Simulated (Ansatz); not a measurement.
# Carrier properties of BP (F-43m)

Input:

```xyz
2
Lattice="0.0000 2.2202 2.2202 2.2202 0.0000 2.2202 2.2202 2.2202 0.0000" Properties=species:S:1:pos:R:3 pbc="T T T"
B      0.0000     0.0000     0.0000
P      1.1101     1.1101     1.1101
```

The numbers are results of PBEsol with spin-orbit coupling, rigid bands (plane waves, PAW; Ansatz, a first-principles code), not measurements. Condition of this run: hydrostatic pressure 10 GPa (the target of the relaxation). How the cell was made: cell and atoms relaxed with PBEsol, then loaded as said.

| Property | Result |
|---|---|
| band gap | 1.02 eV |
| electron conductivity mass (300 K, dilute) | 0.34 mₑ |
| hole conductivity mass (300 K, dilute) | 0.43 mₑ |
| effective density of states N_c (300 K) | 4.4e19 cm⁻³ |
| effective density of states N_v (300 K) | 2.6e19 cm⁻³ |
| density-of-states mass, electrons | 1.45 mₑ |
| density-of-states mass, holes | 1.01 mₑ |
| Seebeck coefficient, n-type 1e19 cm⁻³, 300 K | -341 μV/K |
| best n-type power factor at 300 K for τ = 10 fs (best axis; densities from 1e16 to 1e21 cm⁻³ tried, whether or not they can be reached) | 20 μW/(cm·K²) at 1e20 cm⁻³ |
| Seebeck coefficient, p-type 1e19 cm⁻³, 300 K | 329 μV/K |
| best p-type power factor at 300 K for τ = 10 fs (best axis; densities from 1e16 to 1e21 cm⁻³ tried, whether or not they can be reached) | 15.2 μW/(cm·K²) at 1e20 cm⁻³ |

Rigid bands; masses and Seebeck coefficients take one relaxation time τ for all states and one kind of carrier; polarons and phonon drag are left out.
